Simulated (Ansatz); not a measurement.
# PBE against r2SCAN: HfN

The parent structure is HfN in the rock salt structure (space group Fm-3m, No. 225; a = 4.5480 Å).

(Cell as relaxed with PBE.)

Levels (all Ansatz, a program for electronic structure, PAW, earlier PAW set): PBE (420 eV, no spin-orbit coupling); r2SCAN (500 eV, scalar-relativistic without spin-orbit coupling).

Each level relaxes its own structure.

| quantity | PBE | r2SCAN |
|---|---|---|
| volume per atom | 11.76 Å³ | ? |
| lattice parameter a | 4.548 Å | ? |
| band gap | zero | ? |

Problem. Given the PBE results, estimate those of r2SCAN.

Solution. 
- volume per atom, r2SCAN: 11.59 Å³
- lattice parameter a, r2SCAN: 4.526 Å
- band gap, r2SCAN: zero

PBE's volume per atom lies 0.17 Å³ above r2SCAN's (1.5 %); PBE's lattice parameter a lies 0.022 Å above r2SCAN's (0.5 %); the two agree on the band gap. Neither level is exact; r2SCAN is the comparison here, not a measurement.

Whether these cells are dynamically stable was not tested. All final runs are without spin polarisation. An odd electron count without spin: HfN.
